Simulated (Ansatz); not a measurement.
System: CsCl-type CoGa. Method: r²SCAN-D4 (PAW; Ansatz, a quantum-chemistry and plane-wave program).

Run with plane-wave cutoff 560 eV, 20×20×20 k mesh, Fermi–Dirac smearing 0.05 eV, no spin polarisation, scalar-relativistic PAW data made under PBE.

Pressure at four volumes; x = ln(V/11.383 Å³). One pressure is withheld.

| V (Å³/atom) | x | P (GPa) |
|---|---|---|
| 10.700 | -0.0619 | 14.88 |
| 11.383 | 0.0000 | 0.01 |
| 11.838 | 0.0392 | -7.46 |
| 12.066 | 0.0583 | ? |

Problem. Pass a parabola P(x) through the three rows shown, estimate the bulk modulus and its pressure derivative near zero pressure, and predict the withheld pressure.

Solution. Slopes between the rows: (0.01 − (14.88))/(0.0000 − (-0.0619)) = -240.23 and (-7.46 − (0.01))/(0.0392 − (0.0000)) = -190.56 GPa. Their difference over the span 0.1011 is c = 49.67/0.1011 = 491.3 GPa, so P(x) = 14.88 + (-240.23)(x − (-0.0619)) + 491.3 (x − (-0.0619))(x − (0.0000)). At the middle row B = −dP/dx = −[-240.23 + 491.3 × 0.0619] = 209.8 GPa, and B′ = dB/dP = 2c/B = 4.7. At x = 0.0583 the parabola gives -10.55 GPa; the run gives -10.60 GPa. The Birch–Murnaghan fit to the energies at all volumes has B0 = 208 GPa and B′ = 4.6.
